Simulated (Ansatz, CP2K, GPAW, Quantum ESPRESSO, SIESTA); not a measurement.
**One structure in several programs: TaCuS₂ (P6_3mc, 8 atoms in the cell)**

Self-consistent single point.

```
CELL_PARAMETERS angstrom
      3.37109     0.00000     0.00000
     -1.68555     2.91945     0.00000
      0.00000     0.00000    13.33130
ATOMIC_POSITIONS crystal
  Ta 0.66667 0.33333 0.74602
  Ta 0.33333 0.66667 0.24602
  Cu 0.66667 0.33333 0.96382
  Cu 0.33333 0.66667 0.46382
  S  0.66667 0.33333 0.36637
  S  0.33333 0.66667 0.86637
  S  0.33333 0.66667 0.62979
  S  0.66667 0.33333 0.12979
```

Shared settings, as Ansatz (an electronic-structure program) writes them: kpoints.mp_grid.grid = 8 8 2; scf.occupations.method = fermi_dirac; scf.occupations.width = 0.1 eV. Potentials and cutoffs stand in the table.

```csv
code,model,pressure (GPa),largest force (eV/Å),cutoff
Ansatz,"LDA (PW92), PAW files made with PBE",-8.82,0.190,420 eV
CP2K,"LDA (Pade form), GPW, DZVP-MOLOPT-SR-GTH basis, GTH-PADE potentials (GTH_POTENTIALS)",-12.09,0.485,grid 600 Ry
Quantum ESPRESSO,"LDA (PZ), PSlibrary PAW (LDA) pseudopotentials",-9.22,0.252,55 Ry
SIESTA,"LDA PW92, numerical atomic orbitals TZP, PseudoDojo LDA standard norm-conserving potentials (rewritten from UPF to PSML)",-9.98,0.348,grid 300 Ry
GPAW,"LDA (Perdew-Wang 92), GPAW PAW datasets LDA (gpaw-data 1.0.1)",-8.61,0.267,850 eV
```

Size of the force on each atom (eV/Å): Sizes of forces hide their directions.

```
code                Ta1    Ta2    Cu3    Cu4     S5     S6     S7     S8
----------------  -----  -----  -----  -----  -----  -----  -----  -----
Ansatz            0.028  0.028  0.110  0.110  0.052  0.052  0.190  0.190
CP2K              0.042  0.042  0.171  0.171  0.357  0.357  0.485  0.485
Quantum ESPRESSO  0.022  0.022  0.120  0.120  0.110  0.110  0.252  0.252
SIESTA            0.128  0.128  0.032  0.032  0.195  0.195  0.348  0.348
GPAW              0.039  0.039  0.098  0.098  0.128  0.128  0.267  0.267
```

On Ansatz's run: spin-orbit coupling is off. Spin polarisation is off.

The spread over the programs that give each value: pressure within 3.48 GPa; largest force within 0.295 eV/Å.

CP2K and SIESTA use small atom-centred bases, whose incompleteness enters pressures, forces and empty levels differently from a plane-wave cutoff. Ansatz's pressure is given at a fixed set of plane waves, as the other plane-wave codes print theirs; with its correction for the finite basis it is -8.76 GPa. The same LDA comes in different parametrisations, which differ slightly. In the pressure, CP2K (by 3.27) and SIESTA (by 1.16) lie more than 1 GPa from the median of the plane-wave programs. In the force vectors, CP2K (by 0.247) and SIESTA (by 0.101) lie more than 0.08 eV/Å from the median of the plane-wave programs.

The starting cell comes from a database of computed structures (which also holds hypothetical and non-ambient phases and stackings), without a prior relaxation at this level.

Left out of this page: FLEUR (not drawn, or without a comparable value).

Keys are those of Ansatz 0.2.
